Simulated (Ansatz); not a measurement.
Here is the system:

```yaml
crystal:
  lattice:
    - [4.17472, 0.00000, 0.00000]
    - [0.00000, 4.17472, 0.00000]
    - [2.08736, 2.08736, 2.95198]
  atoms:
    - { symbol: In, position: [0.00000, 0.00000, 0.00000] }
    - { symbol: P, position: [0.75000, 0.25000, 0.50000] }
```

Space group of this cell: F-43m, zinc blende. The cell is taken as given.

The current runs along the normal of the first two printed vectors, the (001) plane. All runs by Ansatz (an electronic-structure program), plane waves and PAW, without spin-orbit coupling; the base is r2SCAN.

```tsv
run	mean pressure (GPa)	gap (eV)	mid-gap κ (1/Å)
base	0.1	1.04	0.070
all lengths scaled by 0.98	4.9	[?]	[?]
all lengths scaled by 1.02	-3.5	0.69	0.048
lengths across the current scaled by 0.98, ions clamped	3.1	1.24	0.088
lengths across the current scaled by 1.02, ions clamped	-2.4	0.74	0.052
lengths along the current scaled by 0.97, ions clamped	2.3	[?]	[?]
lengths along the current scaled by 1.03, ions clamped	-1.8	[?]	[?]
```

Fill in the missing entries.


- all lengths scaled by 0.98, gap (eV): 1.39
- all lengths scaled by 0.98, mid-gap κ (1/Å): 0.092
- lengths along the current scaled by 0.97, ions clamped, gap (eV): 1.12
- lengths along the current scaled by 0.97, ions clamped, mid-gap κ (1/Å): 0.076
- lengths along the current scaled by 1.03, ions clamped, gap (eV): 0.81
- lengths along the current scaled by 1.03, ions clamped, mid-gap κ (1/Å): 0.063
